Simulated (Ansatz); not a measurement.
Take TiAl3 (space group I4/mmm, No. 139; a = 3.846 Å, c = 8.620 Å) as the base.

(Cell as relaxed with PBE.)

Levels (all Ansatz, an electronic-structure program, PAW): PBE (420 eV, no spin-orbit coupling); r2SCAN (500 eV, no spin-orbit coupling).

Each level relaxes its own structure.

```tsv
quantity	PBE	r2SCAN
volume per atom	15.94 Å³	15.65 Å³
lattice parameter a	3.846 Å	3.824 Å
lattice parameter c	8.620 Å	8.561 Å
band gap	zero	zero
```

PBE's volume per atom lies 0.29 Å³ above r2SCAN's (1.8 %); PBE's lattice parameter a lies 0.022 Å above r2SCAN's (0.6 %); PBE's lattice parameter c lies 0.059 Å above r2SCAN's (0.7 %); the two agree on the band gap. Neither level is exact; r2SCAN is the comparison here, not a measurement.

Stability against distortions was not tested. All final runs are without spin polarisation.
